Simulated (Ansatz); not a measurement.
**YPd (Cmcm, No. 63; cell taken from a computed entry)**

These are LDA (Ansatz, a program for electronic structure, plane waves, PAW) values and carry that method's errors.

Run with plane-wave cutoff 500 eV, 16×16×12 k mesh (along the axes of the cell as run), Fermi–Dirac smearing 0.1 eV, scalar-relativistic PAW data made under PBE.

Cell (relaxed at this level):

```
CELL_PARAMETERS angstrom
      1.82058    -5.14356     0.00000
      1.82058     5.14356     0.00000
      0.00000     0.00000     4.46571
ATOMIC_POSITIONS crystal
  Y  0.86209 0.13791 0.75000
  Y  0.13791 0.86209 0.25000
  Pd 0.58529 0.41471 0.75000
  Pd 0.41471 0.58529 0.25000
```

```yaml
band_gap: none
```

Note: the relaxation could not lower the start's symmetry, so the cell can be a saddle point above a distorted one.

Spin–orbit coupling is not included.

The result took around 7 core-minutes (rough).
